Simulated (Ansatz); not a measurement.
**Band gap of LaGaO3 (R-3c, No. 167, 10 atoms in the cell; start mp-3336; a measured phase of this formula has another space group) at several levels of theory**

No measured value is used here.

```tsv
level (code)	value (eV)
LDA (Ansatz)	3.65
PBEsol+SOC (Ansatz)	3.70 (indirect)
r²SCAN+SOC (Ansatz)	4.51 (indirect)
HSE06+SOC (Ansatz)	…
```

Problem. Some entries are withheld; supply them.

Solution. 
- HSE06+SOC (Ansatz, a program for electronic structure), value (eV): 5.54 (indirect)

Computed values are for a static lattice. Levels without +SOC have no spin–orbit coupling; where heavier elements are present it shifts gaps, mostly down, and can invert bands.  PBEsol+SOC, r²SCAN+SOC: the gap is read on the k mesh or supercell of the run alone and can be too large. Values are at the PBEsol cell. Cutoffs and k meshes differ between the levels. Ansatz's density-functional and Hartree–Fock values are scalar-relativistic unless marked +SOC, with PAW data made under PBE.

A start named mp-… is a Materials Project structure, which need not be a measured phase.
